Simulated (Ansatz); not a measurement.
**PBE against r2SCAN: Ni2Si**

Take Ni₂Si (space group Pnma, No. 62; a = 5.020 Å, b = 3.731 Å, c = 7.077 Å; non-magnetic) as the base.

(Cell as relaxed with PBE.)

Levels (all Ansatz, a quantum-chemistry and plane-wave program, PAW): PBE (420 eV, no spin-orbit coupling); r2SCAN (500 eV, no SOC).

Each level relaxes its own structure.

| quantity | PBE | r2SCAN |
|---|---|---|
| volume per atom | 11.05 Å³ | ___ |
| space group | Pnma (No. 62) | ___ |
| band gap | zero | ___ |

Q: Given the PBE results, estimate those of r2SCAN.

A: 
- volume per atom, r2SCAN: 10.66 Å³
- space group, r2SCAN: Pnma (No. 62)
- band gap, r2SCAN: zero

PBE's volume per atom lies 0.39 Å³ above r2SCAN's (3.7 %); the two agree on the space group and band gap. Neither level is exact; r2SCAN is the comparison here, not a measurement.

Stability against distortions was not tested. Seeded moments were not kept for the base. All final runs are without spin polarisation.
